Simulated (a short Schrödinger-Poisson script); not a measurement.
Structure: gated Al0.4Ga0.6As/GaAs modulation-doped gas, at 300 K.

```
layer      material  thickness (nm)  Nd (cm⁻³)  Na (cm⁻³)
-----  ------------  --------------  ---------  ---------
1      Al0.4Ga0.6As              30          -          -
2      Al0.4Ga0.6As              20     7.5e17          -
3      Al0.4Ga0.6As               2          -          -
4              GaAs            6000          -       3e15
```

Constants are typed, rounded textbook-type inputs, not results; the design itself was drawn at random and stands for no fabricated device. Al0.4Ga0.6As: permittivity 11.76, conduction-band edge (eV) 0.316, gap (eV) 1.923, electron mass (mₑ) 0.1002, Nv at 300 K (cm⁻³) 9e18. GaAs: permittivity 12.9, conduction-band edge (eV) 0, gap (eV) 1.424, Nv at 300 K (cm⁻³) 9e18.

Channel valleys (confinement mass, in-plane density-of-states mass, number): Γ 0.067, 0.067, 1. At the gate the conduction-band edge of layer 1 lies 1.07 eV − eVg above the Fermi level of the channel; the field vanishes at the back. Donor level 0.02 eV below the band edge. The barrier under the gate holds no holes. Gaps are held at their typed values at every temperature. Mesh 0.08 nm at interfaces.

Solved with a short Schrödinger-Poisson script written for these runs: 1D Poisson equation in equilibrium, electrons quantum, Hartree (BenDaniel-Duke, 40 states a valley, the channel's in-plane mass for all, wave functions free to enter the barrier), parabolic valleys, classical holes, donors ionised by Fermi statistics, acceptors fully, no traps, pinning or gate leakage.

The same stack at other levels of the model or other numerical settings:

```
run                                                                  sheet density of all electrons at Vg = 0.5 V (cm⁻²)  sheet density of all electrons at Vg = 0 V (cm⁻²)  capacitance at Vg = 0.5 V (μF/cm²)  centroid of the channel electrons at Vg = 0.5 V (nm)  rough cost against the base
-------------------------------------------------------------------  ---------------------------------------------------  -------------------------------------------------  ----------------------------------  ----------------------------------------------------  ---------------------------
base                                                                                                             5.34e11                                            4.42e10                               0.179                                                  8.06                      about 1
electrons treated as classical, Boltzmann                                                                        5.68e11                                            5.10e10                               0.185                                                  5.42                         0.03
electrons treated as classical, Fermi-Dirac                                                                      5.53e11                                            5.05e10                               0.180                                                  6.34                          0.1
electrons treated as quantum, Hartree plus LDA exchange-correlation                                              5.44e11                                            4.68e10                               0.180                                                  7.75                            2
mesh six times as coarse                                                                                         5.34e11                                            4.43e10                               0.179                                                  8.07                          0.3
one subband a valley                                                                                             5.21e11                                            3.69e10                               0.179                                                  5.63                          0.2
```

The classical rows ignore confinement, and Boltzmann statistics overrate the density once the band edge passes the Fermi level.
